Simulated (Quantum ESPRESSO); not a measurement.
A working Quantum ESPRESSO input for Zr₂N (P4_2/mnm, 6 atoms in the cell) (DFT, PBEsol, plane waves, GBRV 1.5 ultrasoft (PBESOL) pseudopotentials):

```fortran
&CONTROL
 calculation = 'scf'
 outdir = './out'
 pseudo_dir = './'
 verbosity = 'high'
 tprnfor = .true.
 tstress = .true.
/
&SYSTEM
 ibrav = 0
 nat = 6
 ntyp = 2
 ecutwfc = 40
 ecutrho = 320
 occupations = 'smearing'
 smearing = 'mp'
 degauss = 0.0073499
/
&ELECTRONS
 conv_thr = 1.0d-9
 mixing_beta = 0.4
/
ATOMIC_SPECIES
Zr    91.2240  zr_pbesol_v1.uspp.F.UPF
N     14.0070  n_pbesol_v1.2.uspp.F.UPF
CELL_PARAMETERS {bohr}
  10.028597019     0.000000000     0.000000000
   0.000000000    10.028597019     0.000000000
   0.000000000     0.000000000     6.128300564
ATOMIC_POSITIONS {crystal}
Zr    0.296130000    0.296130000    0.000000000
Zr    0.703870000    0.703870000    0.000000000
Zr    0.203870000    0.796130000    0.500000000
Zr    0.796130000    0.203870000    0.500000000
N     0.000000000    0.000000000    0.000000000
N     0.500000000    0.500000000    0.500000000
K_POINTS {automatic}
6 6 9  0 0 0
```

The run converged in 12 iterations: free energy E − TS -5949.9679 eV; Fermi level (on the code's own zero) 16.01 eV; pressure 6.50 GPa; largest force (vector length) 0.101 eV/Å. Each of these slips is then made, one at a time:

(1)
```diff
+ celldm(1) = 10.028597
```

(2)
```diff
-6 6 9  0 0 0
+1 1 1  0 0 0
```

What happens in each case?


(1) The cell or its scale given twice. The program stopped before any SCF iteration.
```
Error in routine cell_base_init (1):
lattice parameter specified twice
```

(2) A single k-point for a small metallic cell. The run converged in 16 iterations without an error; against the sound input the free energy rises by 752 meV/atom, the pressure goes from 6.50 to 18.07 GPa and the largest force goes from 0.101 to 0.237 eV/Å.

The starting cell comes from a database of computed structures (which also holds hypothetical and non-ambient phases and stackings), without a prior relaxation at this level. Its lattice was rescaled by a random factor within 2.5 % of one. In the base run, with a pressure of about 6 GPa the cell is away from its equilibrium volume at this level.

Left out of this page: 3 runs of the series outside the window shown, repeating another row's setting, or not comparable.
